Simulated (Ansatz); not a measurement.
# Several settings converged on KVF₃ (P4mm, 5 atoms in the cell)

```
CELL_PARAMETERS angstrom
      4.15001     0.00000     0.00000
      0.00000     4.15001     0.00000
      0.00000     0.00000     4.15001
ATOMIC_POSITIONS crystal
  K  0.00000 0.00000 0.01205
  V  0.50000 0.50000 0.50000
  F  0.00000 0.50000 0.50000
  F  0.50000 0.00000 0.50000
  F  0.50000 0.50000 0.00000
```
Moments meant for the start (each program seeds them in its own way; μB, in the order of the atoms K V F F F): 0.0 2.0 0.0 0.0 0.0.

Base method: LDA (PW92), default PAW files made with PBE (plane waves; Ansatz, a quantum-chemistry and plane-wave program).

Base settings: basis.ecutwfc = 420 eV; kpoints.mp_grid.grid = 5 5 5; hamiltonian.xc = lda; hamiltonian.pseudopotentials = {kind: paw} (the program's default PAW files); magnetization.spin_polarized = true; scf.occupations.method = fermi_dirac; scf.occupations.width = 0.01 eV.

The count of work is k-points × plane waves × bands × iterations; it is no time. 

**The cutoff for other potential files**

Level: DFT, LDA (PW92), plane waves, harder PAW files (source: ansatz) made with PBE.

In this ladder: hamiltonian.pseudopotentials = {kind: paw, source: ansatz}.

The second cell is the first with its lattice scaled by 0.98.

The mesh stays at the base's, so the ladder's end is converged at best in this setting alone.

The first pressure column holds Ansatz's estimate of the finite-basis (Pulay) stress, which hides part of the cutoff error; the other is without it.

Only quantities that move along the ladder and can be compared are tabulated.

```tsv
basis.ecutwfc	free energy less the last step's (meV/atom)	energy of the compressed cell less the first (meV/atom)	pressure (GPa)	pressure without the Pulay estimate (GPa)	count of work / last
470 eV	2337.95	-40.84	-7.24	-110.03	0.11
580 eV	562.11	-27.10	-6.70	-39.16	0.14
735 eV	63.46	-25.06	-6.83	-12.04	0.21
890 eV	5.00	-25.28	-6.81	-7.41	0.28
1050 eV	0.34	-25.29	-6.81	-6.84	0.35
1260 eV	0.19	-25.29	-6.81	-6.81	0.46
1575 eV	0.11	-25.29	-6.81	-6.81	0.65
2100 eV	0.00	-25.29	-6.81	-6.81	1.0
```

Coarsest basis.ecutwfc that holds the free energy within 2 meV/atom of the last step, with all finer ones: 1050 eV, at 0.35 of the last step's count of work; the step before is off by 5.0 meV/atom.

Coarsest basis.ecutwfc that holds the pressure without the Pulay estimate within 1 GPa of the last step, with all finer ones: 890 eV, at 0.28 of the last step's count of work; the step before is off by 5.2 GPa.

Coarsest basis.ecutwfc that holds the energy of the compressed cell less the first within 2 meV/atom of the last step, with all finer ones: 580 eV, at 0.14 of the last step's count of work; the step before is off by 16 meV/atom.

The energy difference between the two cells stays within 1 meV/atom of the last step's from 735 eV on, the total only from 1050 eV on: much of the error is common to both cells and cancels.

At the lowest cutoff the pressure without the Pulay estimate lies 103 GPa under the last step's, the usual sign of Pulay stress in an incomplete plane-wave basis.

**The density cutoff**

The second cell is the first with its lattice scaled by 0.98.

The mesh stays at the base's, so the ladder's end is converged at best in this setting alone.

Only quantities that move along the ladder and can be compared are tabulated.

```csv
basis.ecutrho_ratio,free energy less the last step's (meV/atom),energy of the compressed cell less the first (meV/atom),pressure (GPa)
2,-2.79,-24.05,-6.31
3,0.13,-25.49,-6.86
4,0.00,-25.52,-6.84
5,0.00,-25.52,-6.84
6,0.00,-25.52,-6.84
8,0.00,-25.52,-6.84
10,0.00,-25.52,-6.84
12,0.00,-25.52,-6.84
16,0.00,-25.52,-6.84
```

Coarsest basis.ecutrho_ratio that holds the energy of the compressed cell less the first within 1 meV/atom of the last step, with all finer ones: 3; the step before is off by 1.5 meV/atom.

Coarsest basis.ecutrho_ratio that holds the free energy within 0.5 meV/atom of the last step, with all finer ones: 3; the step before is off by 2.8 meV/atom.

Coarsest basis.ecutrho_ratio that holds the pressure within 0.1 GPa of the last step, with all finer ones: 3; the step before is off by 0.53 GPa.

**The relaxed cell against the cutoff**

On KVF₃ (Pm-3m, 5 atoms in the cell): atoms on their sites.

In this ladder: relax = cell and atoms.

The mesh stays at the base's, so the ladder's end is converged at best in this setting alone.

Only quantities that move along the ladder and can be compared are tabulated.

| basis.ecutwfc | relaxed volume (Å³/atom) | relaxation steps |
|---|---|---|
| 210 eV | 13.123 | 21 |
| 295 eV | 12.904 | 22 |
| 355 eV | 13.056 | 11 |
| 420 eV | 13.057 | 7 |
| 505 eV | 13.056 | 5 |
| 630 eV | 13.059 | 5 |
| 840 eV | 13.057 | 5 |

Coarsest basis.ecutwfc that holds the relaxed volume within 0.013 Å³/atom of the last step, with all finer ones: 355 eV; the step before is off by 0.15 Å³/atom.

At the lowest cutoff the cell relaxes to a volume 0.5 % larger than at the highest. Ansatz relaxes on a stress corrected for the finite basis.

On the base run: the starting cell comes from a database of computed structures (which also holds hypothetical and non-ambient phases and stackings), without a prior relaxation at this level. Its lattice was rescaled by up to half a per cent. One atom was moved a little off its site on purpose. With one magnetic atom in the cell only a parallel order is possible.

Left out of this page: 1 run of the series failed or unconverged.

Keys are those of Ansatz 0.2.
